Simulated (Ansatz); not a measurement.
```
CELL_PARAMETERS angstrom
      0.00000     2.17497     2.19200
      2.17497     0.00000     2.19200
      2.17497     2.17497     0.00000
ATOMIC_POSITIONS crystal
  Si 0.25000 0.25000 0.25000
  C  0.00000 0.00000 0.00000
```

Method: PBEsol with spin-orbit coupling, rigid bands (plane waves, PAW; Ansatz, an electronic-structure program). Condition of this run: uniaxial stress zz = -2 GPa (compression positive) (the target of the relaxation). Geometry: cell and atoms relaxed with PBEsol, then loaded as said.

What conductivity effective mass do dilute electrons have at 300 K?

0.34 (x), 0.34 (y), 0.24 (z) mₑ.

Predict the hole conductivity mass (n e² τ/σ) at 300 K, by direction if it differs.

0.66 (x), 0.66 (y), 0.74 (z) mₑ.

And the band gap?

1.20 eV at this level; semilocal functionals usually fall short of the measured gap.

Rigid bands, one relaxation time for all states, no polarons.
